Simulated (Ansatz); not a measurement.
## A computed series for hypothetical R-3m FeAgSe2: element substitutions

The reference is FeAgSe2 (space group R-3m, No. 166; a = 3.346 Å, c = 21.414 Å (hexagonal axes); ferromagnetic; a hypothetical phase, not in the database extracts checked).

Each row replaces one element on all its sites; cell and atoms are relaxed.

Level of theory: plane-wave PAW DFT at the PBEsol level (Ansatz, a program for electronic structure, 420 eV), no spin-orbit coupling.

| change | largest site moment | volume per atom | magnetic state |
|---|---|---|---|
| base | 1.93 μB | 17.31 Å³ | ferromagnetic |
| Fe → Os | – | 19.07 Å³ | – |
| Fe → Ni | 0.00 μB | 17.30 Å³ | non-magnetic |
| Se → Te | 2.10 μB | 20.92 Å³ | ferromagnetic |
| Se → O | 1.40 μB | 11.36 Å³ | ferromagnetic |

No phonon test of stability was made. As relaxed here, AgOsSe2, NiAgSe2 and FeAgTe2 are hypothetical phases, not in the database extracts checked. Seeded moments were not kept for Fe → Ni. No Hubbard U is applied and the magnetic state is the run's own (FeAgO2 ferromagnetic); small cells can't hold the antiferromagnetic order that many such compounds have, so gaps and moments can be off. Spin-polarised in the final run: base, FeAgTe2 and FeAgO2; the other runs are not. An odd electron count without spin: AgOsSe2 and NiAgSe2. AgOsSe2 has a high density of states at the Fermi level and may be magnetic at this level.
